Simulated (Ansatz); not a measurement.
## BaMgF4 (Cmc2₁, No. 36, 12 atoms in the cell; start COD 2104453)

Level of theory: r²SCAN (Ansatz, an electronic-structure program, PAW).

Numerical settings: plane-wave cutoff 560 eV, 8×8×6 k mesh (along the axes of the cell as run), Fermi–Dirac smearing 0.01 eV, scalar-relativistic PAW data made under PBE.

Cell (relaxed at this level):

```
CELL_PARAMETERS angstrom
      2.06186    -7.23903     0.00000
      2.06186     7.23903     0.00000
      0.00000     0.00000     5.81886
ATOMIC_POSITIONS crystal
  Ba 0.85206 0.14794 0.03742
  Ba 0.14794 0.85206 0.53742
  Mg 0.41414 0.58586 0.50086
  Mg 0.58586 0.41414 0.00086
  F  0.92097 0.07903 0.49208
  F  0.07903 0.92097 0.99208
  F  0.47533 0.52467 0.19116
  F  0.52467 0.47533 0.69116
  F  0.33310 0.66690 0.76549
  F  0.66690 0.33310 0.26549
  F  0.30391 0.69609 0.30379
  F  0.69609 0.30391 0.80379
```

```
Property                                       Value
-------------------------------------------  -------
band gap                                     8.00 eV
smallest direct gap on the k points sampled  8.03 eV
```

Spin–orbit coupling is not included.

Computed values are for the static lattice.

Computing time: very roughly 9 core-minutes.
